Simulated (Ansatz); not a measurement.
TiB2, response to strain

Base system: TiB₂ (space group P6/mmm, No. 191; a = 2.994 Å, c = 3.160 Å).

Strains are applied to the cell and any free atomic positions relax.

The values are results of LDA (Ansatz, an electronic-structure program, PAW, scalar-relativistic without spin-orbit coupling), not measurements.

Notes on the quantities. energy relative to the base: free energy F; pressure: mean of the normal stresses, compression positive.

```csv
case,energy relative to the base,shortest interatomic distance,pressure
base,0 meV/atom,172.9 pm,0.0 GPa
isotropic strain −2.50 %,+43 meV/atom,168.5 pm,24.7 GPa
isotropic strain −2.00 %,+27 meV/atom,169.4 pm,19.2 GPa
isotropic strain −1.00 %,+6.6 meV/atom,171.1 pm,9.0 GPa
isotropic strain −0.50 %,+1.6 meV/atom,172.0 pm,4.4 GPa
isotropic strain +0.50 %,+1.6 meV/atom,173.7 pm,-4.1 GPa
isotropic strain +1.00 %,+6.3 meV/atom,174.6 pm,-7.9 GPa
isotropic strain +1.50 %,+14 meV/atom,175.4 pm,-11.5 GPa
isotropic strain +2.50 %,+38 meV/atom,177.2 pm,-18.1 GPa
isotropic strain +3.00 %,+53 meV/atom,178.0 pm,-21.0 GPa
```

A case with no gap was solved on a k-mesh chosen for an insulator, which is coarse for it. Stability against distortions was not tested. The final runs are not spin-polarised.
